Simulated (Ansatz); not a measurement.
## CaF2, thickness series

Consider CaF₂ in the fluorite structure (space group Fm-3m, No. 225; a = 5.439 Å). Axes: x, y, z lie along the cube axes.

Free-standing slabs (3 atom(s) a layer) normal to [111] with 15 Å of vacuum; in-plane cell held at bulk.

Level of theory: r2SCAN (Ansatz, an electronic-structure program; PAW; 500 eV plane waves; no SOC).

```json
[
 {"change": "base", "band gap": "8.03 eV", "smallest direct gap": "8.29 eV", "change of the spacing d23 from its bulk value of 0.785 Å": "–"},
 {"change": "1 layer", "band gap": "7.18 eV", "smallest direct gap": "7.33 eV", "change of the spacing d23 from its bulk value of 0.785 Å": "–"},
 {"change": "2 layers", "band gap": "7.50 eV", "smallest direct gap": "7.70 eV", "change of the spacing d23 from its bulk value of 0.785 Å": "+1.4 %"},
 {"change": "3 layers", "band gap": "7.57 eV", "smallest direct gap": "7.78 eV", "change of the spacing d23 from its bulk value of 0.785 Å": "+0.6 %"},
 {"change": "4 layers", "band gap": "7.62 eV", "smallest direct gap": "7.83 eV", "change of the spacing d23 from its bulk value of 0.785 Å": "+0.7 %"},
 {"change": "5 layers", "band gap": "7.64 eV", "smallest direct gap": "7.85 eV", "change of the spacing d23 from its bulk value of 0.785 Å": "+0.6 %"},
 {"change": "6 layers", "band gap": "7.65 eV", "smallest direct gap": "7.86 eV", "change of the spacing d23 from its bulk value of 0.785 Å": "+0.7 %"}
]
```

Stability against distortions was not tested.
